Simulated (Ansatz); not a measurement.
The starting structures come from a database of crystals and need not be the phases stable at ambient conditions.

 Where the default PAW files enter, the runs use the earlier of Ansatz's two default sets.

Here is the system:

```xyz
12
Lattice="7.4029 0.0000 0.0000 -3.7015 6.4111 0.0000 0.0000 0.0000 3.9206" Properties=species:S:1:pos:R:3 pbc="T T T"
W      3.7015     0.0000     0.0000
W      1.8507     3.2056     0.0000
W     -1.8507     3.2056     0.0000
O      1.3226     5.0377     0.0000
O      2.3789     1.3735     0.0000
O      3.7015     3.6642     0.0000
O      0.0000     2.7469     0.0000
O     -1.3226     5.0377     0.0000
O      5.0240     1.3735     0.0000
O      1.8507     3.2056     1.9603
O     -1.8507     3.2056     1.9603
O      3.7015     0.0000     1.9603
```

Space group of this cell: P6/mmm. The cell is strained (lengths along the current scaled by 1.03, ions clamped); by PBEsol its mean pressure is -7.1 GPa.

Transport runs along the normal of the first two printed cell vectors, the (001) (indices of the unstrained crystal) plane of the conventional cell.

No gap correction and no spin-orbit coupling; mid-gap values are interpolated between computed energies.

Q: Estimate the band gap and the smallest decay constant κ at mid-gap that PBEsol (Ansatz, a program for electronic structure) returns for this system.

A: Gap 0.54 eV on a 6×6×8 mesh; κ = 0.096 1/Å, at the zone centre.
